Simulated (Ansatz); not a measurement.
## What electrons 5.0×10^21 cm⁻³ does to SiC

Start from SiC (space group P6_3mc, No. 186; a = 3.0781 Å, c = 10.0762 Å).

Perturbation: 0.413 electrons added to each cell, a density of 5.0×10^21 cm⁻³, with a uniform compensating background at fixed cell and a 300 K Fermi–Dirac width.

Method: Kohn–Sham DFT with the PBEsol functional, run in Ansatz (a quantum-chemistry and plane-wave program) with PAW and 420 eV plane waves, scalar-relativistic without spin-orbit coupling. k-mesh 17×17×5 (Γ-centred); smearing 0.0259 eV (Fermi–Dirac).

* **Gap between the host's bands**: 2.08 eV (base 2.12 eV)
* **Gap character**: indirect, Γ → M (base indirect, Γ → M)
* **Fermi level relative to the doped band's edge (positive inside the band; to 0.05 eV)**: +0.70 eV

Charged cell with a jellium background: band edges are those of the host's band count, energies are not comparable with the neutral cell, and many-body gap narrowing is missing. Stability against distortions was not tested.
